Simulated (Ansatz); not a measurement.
Functionals compared on a constructed model of the (0001) surface of hcp Mg, a pseudomorphic layer of Sn in the host's stacking (bottom of the slab: a bare face, its two planes held), in Ansatz (plane waves, PAW). The structure was relaxed with PBE; the other rows are single points on it. Cutoff 420 eV (500 eV for r2SCAN).

Set-up: 7 atoms, 15.2 Å thick at the start; mesh 13x13x1; 0.1 eV smearing; dipole correction on; 2 atoms held, the rest relaxed; held to the start's symmetry, so lower structures may exist; no spin, no spin-orbit, no U. It is one candidate, not shown to be the stable structure of the face. These notes are the PBE run's.

```tsv
functional	work function of the top face (eV)	rough cost of the single point
PBE	4.06	–
RPBE	___	roughly 20 core-seconds
r2SCAN	4.17	roughly 40 core-seconds
```

**Question.** Complete the blanks.

**Answer.** 
- RPBE, work function of the top face (eV): 3.94

Ansatz is a quantum-chemistry and plane-wave program.
